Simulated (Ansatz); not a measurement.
Consider a 16-atom supercell of SnO in the litharge type structure (space group P4/nmm, No. 129; a = 3.793 Å, c = 4.764 Å; layered, stacked along the Cartesian z axis) at its relaxed geometry.

Level of theory: DFT with r2SCAN+rVV10, PAW potentials and a 500 eV plane-wave cutoff in Ansatz (a first-principles code), no spin-orbit coupling.

One neutral defect a cell, atoms relaxed at fixed cell.

One change was made to it. Results:

The largest displacement of a host atom from its site in the perfect cell is 0.16 Å; the pressure goes from zero to -0.8 GPa.

Task: Name the change that was made.
(A) O interstitial (started 2.26 Å from the nearest host atom), symmetric start
(B) C on a O site
(C) H interstitial (started 2.26 Å from the nearest host atom)
(D) F on a O site
(E) Sn on a O site (antisite), symmetric start

Result: D, F on a O site. For comparison, the pressure in the other runs: Sn on a O site (antisite), symmetric start gives 8.8 GPa; H interstitial (started 2.26 Å from the nearest host atom) gives 0.4 GPa; O interstitial (started 2.26 Å from the nearest host atom), symmetric start gives -1.6 GPa; C on a O site gives 0.1 GPa.

The cell is small, so the values are those of an ordered compound at a high defect concentration; dilute-limit values will differ. A case with no gap was solved on a k-mesh chosen for an insulator, which is coarse for it. Defects with a symmetric start kept the site's symmetry and may sit on a saddle; the others started slightly shaken. The final runs are not spin-polarised.
